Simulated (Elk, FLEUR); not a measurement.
A FLEUR input for a self-consistent single point of CdTe (P6_3mc, 4 atoms in the cell) (DFT, LDA (Perdew-Zunger), all-electron FLAPW (FLEUR), scalar-relativistic valence):

Input of the input generator:

```
scf CdTe
&input film=f /
8.5804995862 -0.0000004019 0.0000000000
-4.2902494450 7.4309308198 0.0000000000
0.0000000000 0.0000000000 14.0791796141
1.0
1.0 1.0 1.0

4
48 0.3333333333 0.6666666667 0.0003600000
48 0.6666666667 0.3333333333 0.5003600000
52 0.3333333333 0.6666666667 0.3746400000
52 0.6666666667 0.3333333333 0.8746400000

&comp jspins=1 /
&exco xctyp='pz' /
&kpt div1=6 div2=6 div3=3 gamma=t /
&end /
```

```xml
<?xml version="1.0" encoding="UTF-8" standalone="no"?>
<fleurInput fleurInputVersion="0.39">
   <comment>
      scf CdTe                                                                                            
   </comment>
   <calculationSetup>
      <cutoffs Kmax="4.0" Gmax="16.0" GmaxXC="16.0" numbands="0"/>
      <scfLoop itmax="80" minDistance="0.00001" maxIterBroyd="99" imix="Anderson" alpha="0.05" precondParam="0.0" spinf="2.0"/>
      <coreElectrons ctail="T" frcor="F" kcrel="0" coretail_lmax="0"/>
      <xcFunctional name="pz" relativisticCorrections="F"/>
      <magnetism jspins="1"/>
      <soc l_soc="F" theta="0.0" phi="0.0" spav="F"/>
      <expertModes spex="0" secvar="F"/>
      <geometryOptimization l_f="T" forcealpha="1.0" forcemix="BFGS" epsdisp="0.00001" epsforce="0.00001"/>
      <ldaU l_linMix="F" mixParam="0.05" spinf="1.0"/>
   </calculationSetup>
   <cell>
      <bzIntegration valenceElectrons="68.0" mode="hist" fermiSmearingEnergy="0.0001">
         <kPointListSelection listName="default-1"/>
         <!-- k-points included here -->
         <xi:include xmlns:xi="http://www.w3.org/2001/XInclude" href="kpts.xml"> </xi:include>
      </bzIntegration>
      <!-- symmetry operations included here -->
      <xi:include xmlns:xi="http://www.w3.org/2001/XInclude" href="sym.xml"> </xi:include>
      <bulkLattice scale="1.0">
         <bravaisMatrix>
            <row-1>    8.5804995862000002    -0.0000004019000000     0.0000000000000000</row-1>
            <row-2>   -4.2902494449999997     7.4309308198000004     0.0000000000000000</row-2>
            <row-3>    0.0000000000000000     0.0000000000000000    14.0791796140999992</row-3>
         </bravaisMatrix>
      </bulkLattice>
   </cell>
   <atomSpecies>
      <species name="Cadmium (Cd)" element="Cd" atomicNumber="48">
         <mtSphere radius="2.51" gridPoints="867" logIncrement="0.015"/>
         <atomicCutoffs lmax="10" lnonsphr="8"/>
         <electronConfig flipSpins="F">
            <coreConfig>(1s1/2) (2s1/2) (2p1/2) (2p3/2) (3s1/2) (3p1/2) (3p3/2) (4s1/2) (3d3/2) (3d5/2)</coreConfig>
            <valenceConfig>(4p1/2) (4p3/2) (5s1/2) (4d3/2) (4d5/2)</valenceConfig>
         </electronConfig>
         <energyParameters s="5" p="5" d="4" f="4"/>
         <lo type="SCLO" l="1" n="4" eDeriv="0"/>
      </species>
      <species name="Tellurium (Te)" element="Te" atomicNumber="52">
         <mtSphere radius="2.51" gridPoints="867" logIncrement="0.015"/>
         <atomicCutoffs lmax="10" lnonsphr="8"/>
         <electronConfig flipSpins="F">
            <coreConfig>(1s1/2) (2s1/2) (2p1/2) (2p3/2) (3s1/2) (3p1/2) (3p3/2) (4s1/2) (3d3/2) (3d5/2) (4p1/2) (4p3/2)</coreConfig>
            <valenceConfig>(5s1/2) (4d3/2) (4d5/2) (5p1/2) (5p3/2)</valenceConfig>
            <stateOccupation state="(5p1/2)" spinUp="0.6666666666667" spinDown="0.6666666666667"/>
            <stateOccupation state="(5p3/2)" spinUp="1.3333333333333" spinDown="1.3333333333333"/>
         </electronConfig>
         <energyParameters s="5" p="5" d="5" f="4"/>
         <lo type="SCLO" l="2" n="4" eDeriv="0"/>
      </species>
   </atomSpecies>
   <atomGroups>
      <atomGroup species="Cadmium (Cd)">
         <relPos label="                   1">1.000/3.000 -1.000/3.000 .0003600000</relPos>
         <relPos label="                   2">-1.000/3.000 1.000/3.000 -.4996400000</relPos>
         <force calculate="T" relaxXYZ="TTT"/>
      </atomGroup>
      <atomGroup species="Tellurium (Te)">
         <relPos label="                   3">1.000/3.000 -1.000/3.000 .3746400000</relPos>
         <relPos label="                   4">-1.000/3.000 1.000/3.000 -.1253600000</relPos>
         <force calculate="T" relaxXYZ="TTT"/>
      </atomGroup>
   </atomGroups>
   <output dos="F" band="F" slice="F">
      <checks vchk="F" cdinf="F"/>
      <bandDOS minEnergy="-.5*Htr" maxEnergy="0.5*Htr" sigma="0.015" storeEVData="T"/>
      <vacuumDOS vacdos="F" integ="F" star="F" nstars="0" locx1="0.0" locy1="0.0" locx2="0.0" locy2="0.0" nstm="0" tworkf="0.0"/>
      <unfoldingBand unfoldBand="F" supercellX="1" supercellY="1" supercellZ="1"/>
      <plotting iplot="0" polar="F">
         <plot TwoD="T" vec1="  1.0  0.0  0.0" vec2="  0.0  1.0  0.0" vec3="  0.0  0.0  1.0" zero="  0.0  0.0  0.0" file="plot"/>
      </plotting>
      <chargeDensitySlicing numkpt="0" minEigenval="0.0" maxEigenval="0.0" nnne="0" pallst="F"/>
      <specialOutput eonly="F"/>
      <magneticCircularDichroism mcd="F" energyLo="-10.0" energyUp="0.0"/>
   </output>
  <!-- We include the file relax.xml here to enable relaxations (see documentation) -->
  <xi:include xmlns:xi="http://www.w3.org/2001/XInclude" href="relax.xml"> <xi:fallback/> </xi:include>
</fleurInput>
```

Problem. Give the Elk input for the same structure, mesh, smearing and functional.

Solution. This is the input that was run; spellings and numerical settings could be chosen otherwise.

```
tasks
  0

rmtscf
  0.97

stype
  0

swidth
  0.0001

maxscl
  100

avec
    8.5804995862   -0.0000004019    0.0000000000
   -4.2902494450    7.4309308198    0.0000000000
    0.0000000000    0.0000000000   14.0791796141

atoms
  2
  'Cd.in'
  2
  0.3333333333  0.6666666667  0.0003600000    0.0 0.0 0.0
  0.6666666667  0.3333333333  0.5003600000    0.0 0.0 0.0
  'Te.in'
  2
  0.3333333333  0.6666666667  0.3746400000    0.0 0.0 0.0
  0.6666666667  0.3333333333  0.8746400000    0.0 0.0 0.0

ngridk
  6 6 3
```

Basis settings and potentials, where a program has them, do not carry over. This input uses DFT, LDA (PW92), all-electron FP-LAPW, Elk's shipped species files, default APW+lo basis. LDA parametrisations can differ slightly between programs.

The starting cell comes from a database of computed structures (which also holds hypothetical and non-ambient phases and stackings), without a prior relaxation at this level. For this run, on top of that: lattice scaled by 0.98.
